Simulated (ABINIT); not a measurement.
# Pressure against volume in hcp Sc (space group 194) (ABINIT, PBE)

```
Sc
1.0
    3.25115     0.00000     0.00000
   -1.62557     2.81557     0.00000
    0.00000     0.00000     5.17629
Sc
2
Direct
  0.66667   0.33333   0.75000
  0.33333   0.66667   0.25000
```

Computed with PBE, norm-conserving pseudopotentials (PseudoDojo nc-sr-05 PBE standard) (plane waves; ABINIT). Settings: pseudos = [Sc.upf]; ecut = 51 Ha; occopt = 3; tsmear = 0.05 eV; ngkpt = 17 17 9; nshiftk = 1; shiftk = 0 0 0; potentials = PseudoDojo nc-sr-05 PBE standard; nband = 16; kptopt = 1; nstep = 60; tolvrs = 1e-10. The cell above is the first row's. The rows scale it uniformly. In all rows fractional positions and the k mesh are held.

| V (Å^3/atom) | P (GPa) |
|---|---|
| 23.6915 | 2.38 |
| 24.2065 | 1.09 |
| 24.7215 | -0.09 |
| 25.2366 | -1.16 |
| 25.7516 | -2.14 |
| 26.2666 | -3.04 |
| 26.7817 | -3.85 |
| 27.2967 | ? |

Taking a cubic for P over the 7 complete rows: With u = V - 25.2, the rows have u = -1.5085, -0.9935, -0.4785, 0.0366, 0.5516, 1.0666, 1.5817. Least squares gives P = -1.089 - 2.0052·u + 0.1798·u² - 0.01018·u³. Residuals (row less fit): 0.000, -0.001, -0.003, 0.002, 0.002, -0.004, 0.001; standard error 0.004 (degrees of freedom: 3). The fitted pressure is zero at V0 = 24.68, where dP/dV = -2.200, so B0 = -V0·dP/dV = 54.3 GPa.

Problem. What does the fit predict for P at V = 27.2967, and how far is the calculated value from it?

Solution. u = 2.0967, so P = -1.089 - 2.0052 × 2.0967 + 0.1798 × 2.0967² - 0.01018 × 2.0967³ = -4.597 GPa. The calculation gives -4.60 GPa, which the fit meets to the printed digits. The row lies outside the fitted rows, so this is an extrapolation. From the scatter of the fitted rows alone, a prediction at this place has a standard error of 0.011 GPa, so the miss is 0.3 times that.

Carrying the step between the two nearest rows on in a straight line would have given -4.66, off by 0.06; series whose last step already gives the withheld value aren't shown. The scan was laid around a cell of about the measured size, scaled by a guess for this functional; axis ratios and inner coordinates come from that cell. The runs keep the symmetry of the cell, so they don't test it for distortions. The shape of the cell and the inner coordinates aren't relaxed, so V0 and B0 belong to this uniform scaling; a relaxed crystal lies no higher in energy and is usually softer. 1 of the planned runs didn't end soundly and are left out. Cutoffs and mesh are single choices, not tested for convergence of this quantity. Series with a scatter that would blur these digits, or in which a gap closes, are not shown.
